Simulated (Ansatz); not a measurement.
## LiF in the rock salt structure (space group Fm-3m, No. 225)

Space group Fm-3m (No. 225); a = 4.068 Å, b = 4.068 Å, c = 4.068 Å, α = 90.00°, β = 90.00°, γ = 90.00°

```csv
atom,site,symmetry,x,y,z
Li,4a,m-3m,0.0000,0.0000,0.0000
F,4b,m-3m,0.5000,0.5000,0.5000
```
(The calculation used a cell of 2 atoms; values per cell refer to that cell.)

Level of theory: Ansatz (a program for electronic structure) PBE, no spin-orbit coupling. Γ-centred 14×14×14 mesh, Fermi–Dirac width 0.05 eV.

```json
{
  "volume_per_atom": "8.42 Å³",
  "density": "2.56 g/cm³",
  "band_gap": "8.83 eV, direct at Γ",
  "electron_mass": "0.86 mₑ",
  "Lowest conduction-band minima above the VBM": "Γ 8.83 eV",
  "total_energy": "-508.085 eV/atom (σ→0; compares only within this code and set-up)"
}
```

Effective masses come from finite differences of ±0.01 Å⁻¹. No phonon test of stability was made.
